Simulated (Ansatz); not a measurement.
Start from CaC$_{2}$ (space group C2/c, No. 15; a cell from a computed database, its experimental status unchecked).

```
CELL_PARAMETERS angstrom
      3.26011    -2.04177     0.00000
      3.26011     2.04177     0.00000
     -2.01923     0.00000     7.00570
ATOMIC_POSITIONS crystal
  Ca 0.17201 0.82799 0.75000
  Ca 0.82799 0.17201 0.25000
  C  0.42483 0.14540 0.56077
  C  0.57517 0.85460 0.43923
  C  0.85460 0.57517 0.93923
  C  0.14540 0.42483 0.06077
```

Cartesian axes are those of the cell as printed.

Now apply this change: the symmetric strain tensor [-0.0081 -0.0028 0.0027; -0.0028 -0.0063 -0.0080; 0.0027 -0.0080 -0.0181]; the atoms relax in the strained cell.

Levels (all Ansatz, a first-principles code, PAW): PBEsol (420 eV, no spin-orbit coupling); r2SCAN (500 eV, scalar-relativistic without spin-orbit coupling); HSE06 (420 eV, no SOC).

At the geometry relaxed with PBEsol, these levels gave the following band gaps, in shuffled order: (a) 1.57 eV, (b) 2.03 eV, (c) 2.99 eV.

Match each gap to its level.

(a) PBEsol; (b) r2SCAN; (c) HSE06.

Single points use the geometry relaxed with PBEsol. The hybrid gap comes from the SCF mesh plus the semilocal run's edge points and a few special points and is an upper bound. Whether these cells are dynamically stable was not tested.
